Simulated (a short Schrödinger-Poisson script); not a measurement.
Structure: gated Al0.2Ga0.8As/GaAs modulation-doped gas, at 77 K.

| layer | material | thickness (nm) | Nd (cm⁻³) | Na (cm⁻³) |
|---|---|---|---|---|
| 1 | Al0.2Ga0.8As | 10 | - | - |
| 2 | Al0.2Ga0.8As | 20 | 7.4e17 | - |
| 3 | Al0.2Ga0.8As | 3 | - | - |
| 4 | GaAs | 6000 | - | 2e15 |

The device is made up for the run: typed textbook-type constants, with dimensions and the other settings drawn at random. Al0.2Ga0.8As: permittivity 12.33, conduction-band edge (eV) 0.158, gap (eV) 1.673, electron mass (mₑ) 0.0836, Nv at 300 K (cm⁻³) 9e18. GaAs: permittivity 12.9, conduction-band edge (eV) 0, gap (eV) 1.424, Nv at 300 K (cm⁻³) 9e18.

Channel valleys (confinement mass, in-plane density-of-states mass, number): Γ 0.067, 0.067, 1. At the gate the conduction-band edge of layer 1 lies 0.91 eV − eVg above the Fermi level of the channel; the field vanishes at the back. Donor level 0.05 eV below the band edge. The barrier under the gate holds no holes. Gaps are held at their typed values at every temperature. Mesh 0.08 nm at interfaces.

Solved with a short Schrödinger-Poisson script written for these runs: 1D Poisson equation in equilibrium, electrons quantum, Hartree (BenDaniel-Duke, 40 states a valley, the channel's in-plane mass for all, wave functions free to enter the barrier), parabolic valleys, classical holes, donors ionised by Fermi statistics, acceptors fully, no traps, pinning or gate leakage.

The same stack at other levels of the model or other numerical settings:

```tsv
run	sheet density of all electrons at Vg = 0.5 V (cm⁻²)	capacitance at Vg = 0.5 V (μF/cm²)	centroid of the channel electrons at Vg = 0.5 V (nm)	gate voltage at 1e11 electrons/cm² (V)	rough cost against the base
base	1.01e11	0.259	6.72	0.50	about 1
electrons treated as classical, Boltzmann	1.41e11	0.295	2.08	0.48	0.04
electrons treated as classical, Fermi-Dirac	1.24e11	0.261	3.20	0.49	0.2
electrons treated as quantum, Hartree plus LDA exchange-correlation	1.10e11	0.267	6.53	0.50	about 1
mesh six times as coarse	1.01e11	0.259	6.69	0.50	0.3
one subband a valley	1.01e11	0.259	6.62	0.50	0.2
```

The classical rows ignore confinement, and Boltzmann statistics overrate the density once the band edge passes the Fermi level.
